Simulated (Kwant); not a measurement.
Device: In0.53Ga0.47As/InP stack with 1 barrier. One parabolic valley. Leads of mass 0.041 mₑ with the band edge at 0; grid 0.1 nm; bias 0 V, dropping linearly over the stack.

```csv
layer,thickness (nm),band offset (eV),mass (mₑ)
1,4.5,0.25,0.08
```

Constants are typed, rounded textbook-type inputs, not results; the design itself was drawn at random and stands for no fabricated device.

Kwant, one-band effective-mass tight-binding model in one dimension, coherent, no space charge.

Work out the transmission below the barrier top from T = 1/(1 + ((ζ + 1/ζ)/2)² sinh²(κa)), ζ = (k/m_lead)/(κ/m_barrier).

E = 0.04856 eV: k = 0.2286 nm⁻¹, κ = 0.6504 nm⁻¹, ζ = 0.6858, T = 0.00995. The simulation gives 0.00996, the same within the digits that matter. E = 0.1243 eV: k = 0.3657 nm⁻¹, κ = 0.5138 nm⁻¹, ζ = 1.389, T = 0.0347. The simulation gives 0.0348, the same within the digits that matter. E = 0.1905 eV: k = 0.4528 nm⁻¹, κ = 0.3535 nm⁻¹, ζ = 2.499, T = 0.0792. The simulation gives 0.0792, the same within the digits that matter. What differs comes from the grid.
